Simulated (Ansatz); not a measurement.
System: L1₂ (Cu3Au-type) Ni₃Fe. Method: PBEsol-D3(BJ) (Ansatz, an electronic-structure program, PAW).

Run with plane-wave cutoff 520 eV, 16×16×16 k mesh, Fermi–Dirac smearing 0.05 eV, spin-polarised with parallel moments, scalar-relativistic PAW data made under PBE.

Properties against volume:

```
V (Å³/atom)  P (GPa)  moment (μB per cell of 4 atoms)
-----------  -------  -------------------------------
9.700          17.64                             4.58
9.906          11.13                             4.61
10.113          5.34                             4.65
10.319          0.20                             4.68
10.526         -4.37                             4.72
10.732         -8.43                             4.76
10.938        -12.06                             4.80
```
